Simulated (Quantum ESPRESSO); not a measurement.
## Sensitivity of a calculation on Mg3Au (P6_3cm, 24 atoms in the cell) to its settings

```xyz
24
Lattice="7.9743 0.0000 0.0000 -3.9871 6.9059 0.0000 0.0000 0.0000 8.4523" Properties=species:S:1:pos:R:3 pbc="T T T"
Mg     2.9925     0.0000     7.8262
Mg     1.4963     2.5916     3.6001
Mg    -1.4963     2.5916     7.8262
Mg     4.9818     0.0000     3.6001
Mg     2.4909     4.3143     7.8262
Mg    -2.4909     4.3143     3.6001
Mg     0.0000     0.0000     2.7423
Mg     0.0000     0.0000     6.9685
Mg     0.0000     4.6039     1.7425
Mg     3.9871     2.3020     5.9687
Mg     3.9871     2.3020     1.7425
Mg     0.0000     4.6039     5.9687
Mg     5.7503     0.0000     0.6993
Mg     2.8752     4.9799     4.9255
Mg    -2.8752     4.9799     0.6993
Mg     2.2239     0.0000     4.9255
Mg     1.1120     1.9260     0.6993
Mg    -1.1120     1.9260     4.9255
Au     2.6196     0.0000     2.1442
Au     1.3098     2.2687     6.3703
Au    -1.3098     2.2687     2.1442
Au     5.3546     0.0000     6.3703
Au     2.6773     4.6373     2.1442
Au    -2.6773     4.6373     6.3703
```

Base run A: PBEsol, GBRV 1.5 ultrasoft (PBESOL) pseudopotentials (Quantum ESPRESSO), self-consistent single point.

Its settings: ecutwfc = 40 Ry; ecutrho = 320 Ry; occupations = smearing; smearing = cold; degauss = 0.0073499 Ry; potentials = {Mg: mg_pbesol_v1.4.uspp.F.UPF, Au: au_pbesol_v1.uspp.F.UPF}; K_POINTS = automatic 3 3 2 0 0 0; conv_thr = 1e-09 Ry.

The starting cell comes from a database of computed structures (which also holds hypothetical and non-ambient phases and stackings), without a prior relaxation at this level. Its lattice was rescaled by a random factor within 2.5 % of one. Without a gap this mesh is coarse (it stands for a supercell whose shortest vector is 17 Å).

ΔF is the free energy per atom less that of run A. 

```csv
run,change,ΔF (meV/atom),pressure (GPa),largest force (eV/Å),k-points
A,base,0.00,1.22,0.087,6
B,conv_thr: 1e-09 Ry → 7.3e-08 Ry,0.00,1.21,0.089,6
C,lattice scaled by 1.015,1.26,-1.58,0.057,6
D,degauss: 0.0073499 Ry → 0.0036749 Ry,0.49,1.23,0.089,6
E,degauss: 0.0073499 Ry → 0.011025 Ry,-0.52,1.20,0.088,6
F,ecutrho: 320 Ry → 200 Ry,0.08,1.21,0.086,6
G,nosym: default → true,0.00,1.22,0.087,10
```

Run C against A: The free energy rises by 1.3 meV/atom, the pressure goes from 1.22 to -1.58 GPa and the largest force goes from 0.087 to 0.057 eV/Å.

Run F against A: The free energy is nearly the same (within 1 meV/atom), the pressure hardly changes (1.22 to 1.21 GPa) and the largest force hardly changes (0.087 to 0.086 eV/Å).

Run E against A: The free energy stays essentially unchanged (within 1 meV/atom), the pressure moves little (1.22 to 1.20 GPa) and the largest force hardly changes (0.087 to 0.088 eV/Å).
